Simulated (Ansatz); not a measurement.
System: SrAlHO2 (model structure, started from the SrVO2H type, P4/mmm, No. 123, 5 atoms in the cell). Method: LDA in Ansatz (plane waves, PAW).

Numerical settings: plane-wave cutoff 520 eV, 10×10×10 k mesh, Fermi–Dirac smearing 0.01 eV, scalar-relativistic PAW data made under PBE.

Cell (relaxed with PBEsol):

AlSrHO$_{2}$ is modelled in the tetragonal space group P4/mmm (No. 123), Pearson symbol tP5. Conventional cell: a = b = 3.7739 Å, c = 3.6579 Å, α = β = γ = 90.00°. Sr on 1d is coordinated by 8 O at 2.628 Å and 4 H at 2.669 Å (cuboctahedral). Al on 1a has 2 H at 1.829 Å and 4 O at 1.887 Å (octahedral). O on 2f is coordinated by 2 Al at 1.887 Å and 4 Sr at 2.628 Å (octahedral). H on 1b is surrounded by 2 Al at 1.829 Å and 4 Sr at 2.669 Å (octahedral). (Neighbours: up to the widest gap in distance over summed covalent radii, below 1.35, at either atom; cation-cation and far metal-metal contacts left out.)

Task: Estimate the band gap, smallest direct gap on the k points sampled and Γ–Γ gap that the calculation returns.

Result: 
* **band gap**: 3.45 eV
* **smallest direct gap on the k points sampled**: 3.60 eV
* **Γ–Γ gap**: 5.95 eV

Note: the relaxation could raise the start's symmetry but not lower it, so the cell can be a saddle point; cell and atoms aren't relaxed at this level (pressure -4.6 GPa).

Spin–orbit coupling is not included.

The result took about 8 core-seconds (a rough figure).

A model structure was made by putting elements into a prototype or built by hand; it is no filed structure, need not be a known phase, and can be a saddle point held by its symmetry.

Ansatz is an electronic-structure program.
